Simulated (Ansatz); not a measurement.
We consider SiCO4 (model structure, I-4, No. 82, 6 atoms in the cell), described by PBE0 (Ansatz, a first-principles code, PAW).

Input file:

Ansatz 0.2 input:
```yaml
crystal:
  lattice:
    - [-2.1894440858, 2.1894440858, 3.2742069727]
    - [2.1894440858, -2.1894440858, 3.2742069727]
    - [2.1894440858, 2.1894440858, -3.2742069727]
  atoms:
    - { symbol: Si, position: [0.0, 0.0, 0.0] }
    - { symbol: C, position: [0.75, 0.25, 0.5] }
    - { symbol: O, position: [0.4135388019, 0.2767029139, 0.4270401097] }
    - { symbol: O, position: [0.8496628042, 0.9864986922, 0.5729598903] }
    - { symbol: O, position: [0.7232970861, 0.1503371958, 0.136835888] }
    - { symbol: O, position: [0.0135013078, 0.5864611981, 0.863164112] }
basis:
  ecutwfc: 460
  ecutrho_ratio: 4
  xc_grid: 2
kpoints:
  mp_grid: { grid: [8, 8, 8] }
hamiltonian:
  xc: pbe0
  dispersion: none
  pseudopotentials: { kind: paw }
scf:
  occupations: { method: fermi_dirac, width: 0.01 }
  convergence: { dr2_threshold: 0.0000000006 }
output:
  forces: true
  stress: true
  eigenvalues: true
```

The run printed, among other lines:

```
WARN output.stress: scf.exx.energy_threshold = 1e-6 eV is looser than the 6e-8 eV advised for a stress under a hybrid functional (1e-8 eV for each atom of the …
Crystal: 6 atoms, lattice volume = 62.782 Å³
Basis set: ecut = 460 eV, 1387 PW (Γ), exchange–correlation on 64×64×64 points (8 copies of the dense FFT grid, shifted against one another)
Bands: 22, of which v1, the nominal top of the filled ones, is band 16 counted from 1 (15 counted from 0)
Symmetry: 4 space group operations
Space group: I-4 (ITA 82), of the structure as read, at distance tolerance 4.0e-5 Å
k-points: 78 of 512 (time reversal used)
Functional: x = pbe(κ = 0.804, μ = 0.2195149727645171), c = pbe(β = 0.06672455060314922), warm-up for x = 0.75 pbe(κ = 0.804, μ = 0.2195149727645171) + 0.25 exact, c = pbe(β = 0.06672455060314922)
SCF iter   1: F=—  HF=-3157.390760 eV  |F-HF|=—  |Δ(HF+E_count)|=         —  Δρ=3.83e-3  dr2=4.23e-3
SCF iter   2: F=-3157.391560 eV  HF=-3157.391226 eV  |F-HF|=3.34e-4  |Δ(HF+E_count)|=   4.66e-4  Δρ=1.77e-3  dr2=6.07e-4
Crystal: 6 atoms, lattice volume = 62.782 Å³
Initial density: handed on by an earlier stage of this run
Functional: x = 0.75 pbe(κ = 0.804, μ = 0.2195149727645171) + 0.25 exact, c = pbe(β = 0.06672455060314922)
  ...
Crystal: 6 atoms, lattice volume = 62.782 Å³
SCF iter   4: F=—  HF=-3157.933624 eV  |F-HF|=—  |Δ(HF+E_count)|=   3.58e-8  Δρ=3.42e-6  dr2=4.82e-9
SCF iter   5: F=-3157.933624 eV  HF=-3157.933624 eV  |F-HF|=2.09e-11  |Δ(HF+E_count)|=   1.53e-9  Δρ=4.10e-7  dr2=1.09e-10
SCF 3 converged in 5 iterations: F = -3157.933624 eV  dr2 = 1.09e-10
Free energy (F): -3157.933624 eV
Internal energy: -3157.933624 eV  (E = F + TS)
E sigma→0 (E₀):  -3157.933624 eV
Fermi energy:    6.181762 eV
--- Forces (eV/Å), atoms counted from 1 ---
  atom   1  Si     0.00000000    -0.00000000    -0.00000000
  atom   2  C     -0.00000000     0.00000000     0.00000000
  atom   3  O     -0.36573729     0.03777305     0.07984868
  atom   4  O      0.36573729    -0.03777305     0.07984868
  atom   5  O      0.03777305     0.36573729    -0.07984868
  atom   6  O     -0.03777305    -0.36573729    -0.07984868
--- Stress (GPa, compression-positive) ---
       -3.828819      -0.000021      -0.000000
        0.000021      -3.828819       0.000000
       -0.000000       0.000000      -2.885035
  P = ⅓ Tr σ = -3.5142 GPa (-35.142 kbar)
```

The PAW data were made under PBE.

Note: the relaxation could raise the start's symmetry but not lower it, so the cell can be a saddle point. Note: cell and atoms aren't relaxed at this level (largest force component 0.37 eV/Å, pressure -3.5 GPa).

The result took around 3 core-minutes (rough).

A model structure was made by putting elements into a prototype or built by hand; it is no filed structure, need not be a known phase, and can be a saddle point held by its symmetry.
